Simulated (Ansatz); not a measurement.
**Effect of 4 layers on hypothetical rock salt CrGe**

The reference is CrGe in the rock salt structure (space group Fm-3m, No. 225; a = 5.048 Å; ferromagnetic; a hypothetical phase, not in the database extracts checked). Axes: x, y, z lie along the cube axes.

One thing is altered: a free-standing slab of 4 layers (8 atoms, 2 a layer) is cut normal to the z axis, with 15 Å of vacuum and the in-plane cell held at bulk.

Calculations: Ansatz (an electronic-structure program), r2SCAN, PAW, cutoff 500 eV, no spin-orbit coupling. Settings: 13×13×1 k-points, 0.05 eV Fermi–Dirac smearing, for the changed cell.

| quantity | base | changed | shift |
|---|---|---|---|
| layer's space group (with vacuum) | – | P4/nmm (No. 129) | – |
| shortest interatomic distance | 2.524 Å | 2.521 Å | -0.003 Å |
| band gap | zero | zero | – |
| magnetic state | ferromagnetic | ferromagnetic | – |
| largest site moment | 2.63 μB | 3.08 μB | +0.45 μB |
| excess energy per area of both faces (slab less bulk energy over the cell's area: twice a surface energy) (uncertain by up to 0.1 J/m²) | – | 1.3 J/m² | – |
| thickness between the outermost nuclei | – | 8.18 Å | – |
| change of the spacing d12 from its bulk value of 2.524 Å | – | +1.4 % | – |

Final structure:

```yaml
crystal:
  lattice:
    - [3.56952, 0.00000, 0.00000]
    - [0.00000, 3.56952, 0.00000]
    - [0.00000, 0.00000, 22.57209]
  atoms:
    - { symbol: Ge, position: [0.25000, 0.75000, 0.31874] }
    - { symbol: Cr, position: [0.75000, 0.25000, 0.34142] }
    - { symbol: Ge, position: [0.75000, 0.25000, 0.45652] }
    - { symbol: Cr, position: [0.25000, 0.75000, 0.43041] }
    - { symbol: Ge, position: [0.25000, 0.75000, 0.54348] }
    - { symbol: Cr, position: [0.75000, 0.25000, 0.56959] }
    - { symbol: Ge, position: [0.75000, 0.25000, 0.68126] }
    - { symbol: Cr, position: [0.25000, 0.75000, 0.65858] }
```

The magnetic state is the one reached from the starting moments; the real material's order can differ, and small cells can't hold many antiferromagnetic ones. Slab and bulk use different k-meshes, which limits the precision of the excess energy. Stability against distortions was not tested.
